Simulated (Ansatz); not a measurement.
Start from Nb in the bcc (W type) structure (space group Im-3m, No. 229; relaxed with 0.1 eV smearing).

Nb has the cubic space group Im-3m (No. 229), the bcc (W type) structure, Pearson symbol cI2. Conventional cell: a = 3.2484 Å, b = 3.2484 Å, c = 3.2484 Å, α = 90.00°, β = 90.00°, γ = 90.00°. Nb on 2a sees 8 Nb at 2.813 Å and 6 Nb at 3.248 Å. (Neighbours: up to the widest gap in distance over summed covalent radii, below 1.35, at either atom.)
(The calculation used a cell of 1 atom; values per cell refer to that cell.)

All numbers come from Kohn–Sham DFT with the LDA functional, run in Ansatz (a first-principles code) with PAW and 420 eV plane waves, no spin-orbit coupling.

Strains are applied to the cell and any free atomic positions relax.

One change was made to it. Results:

```tsv
quantity	base	after
energy relative to the base (free energy F)	0 meV/atom	+76 meV/atom
pressure	0.0 GPa	-14.3 GPa
```

Which change produced these results?
A. isotropic strain +3.00 %
B. isotropic strain +2.00 %
C. isotropic strain +2.50 %
D. isotropic strain −1.00 %

A, isotropic strain +3.00 %. For comparison, the energy relative to the base in the other runs: isotropic strain −1.00 % gives +9.4 meV/atom; isotropic strain +2.00 % gives +35 meV/atom; isotropic strain +2.50 % gives +53 meV/atom.

Stability against distortions was not tested. All final runs are without spin polarisation.
